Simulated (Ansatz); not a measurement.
MgTe (P6_3mc) under hydrostatic pressure: electron mass along z by PBEsol with spin-orbit coupling, rigid bands (plane waves, PAW; Ansatz, a program for electronic structure). The unloaded cell, whose axes the loads refer to:

```xyz
4
Lattice="4.5610 0.0000 0.0000 -2.2805 3.9499 0.0000 0.0000 0.0000 7.4110" Properties=species:S:1:pos:R:3 pbc="T T T"
Mg     0.0000     2.6333     7.3857
Mg     2.2805     1.3166     3.6802
Te     0.0000     2.6333     2.7674
Te     2.2805     1.3166     6.4729
```

```
hydrostatic pressure (GPa)  volume per atom (Å³)  electron mass along z (mₑ)
--------------------------  --------------------  --------------------------
-2                                         35.56                       0.157
0                                          33.38                       0.161
2                                          31.76                           ?
5                                          29.90                       0.236
10                                         27.66                       0.443
```

Question: Fit a straight line to ln(electron mass along z) against the load over the rows given, and predict the row at 2 GPa.

Answer: The means are x̄ = 3.250 GPa and ȳ = -1.4840; Σ(x − x̄)(y − ȳ) = 7.633 and Σ(x − x̄)² = 86.75, so the slope is 8.80 % per GPa, and the rows given lie within 11 % of the line. At 2 GPa the line gives 0.203 mₑ; the calculation gives 0.165 mₑ, 23 % from it, so the trend bends or changes character over this range.

Masses are for dilute carriers at 300 K, harmonic means over directions unless an axis is named. Stresses and pressures are the targets of the relaxation. The structure type is held at every load. Geometry: cell and atoms relaxed with PBEsol.
